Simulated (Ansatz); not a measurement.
**Smallest direct gap on the k points sampled of Ta2O5 (Pbam, No. 55, 14 atoms in the cell; start mp-1104837) at several levels of theory**

No measured value is used here.

```csv
level (code),value (eV),cell (Å³/atom)
LDA (Ansatz),?,11.98
PBEsol (Ansatz),2.17,12.28
r²SCAN (Ansatz),2.69,12.31
r²SCAN+rVV10 (Ansatz),2.68,12.22
dielectric-dependent PBEsol hybrid (Ansatz),3.66,12.28
HSE06 (Ansatz),3.74,12.28
PBE0 (Ansatz),?,12.28
```

**Question.** Some entries are withheld; supply them.

**Answer.** 
- LDA (Ansatz, an electronic-structure program), value (eV): 2.13
- PBE0 (Ansatz), value (eV): 4.50

Computed values are for a static lattice. Spin–orbit coupling is included only where a level's name says +SOC; with heavier elements it mostly lowers gaps and can invert bands.  Values are at the level's own equilibrium cell; dielectric-dependent PBEsol hybrid at the PBEsol cell; HSE06 at the PBEsol cell; PBE0 at the PBEsol cell. Cutoffs and k meshes differ between the levels. Ansatz's density-functional and Hartree–Fock values are scalar-relativistic unless marked +SOC, with PAW data made under PBE.

A start named mp-… is a Materials Project structure, which need not be a measured phase.
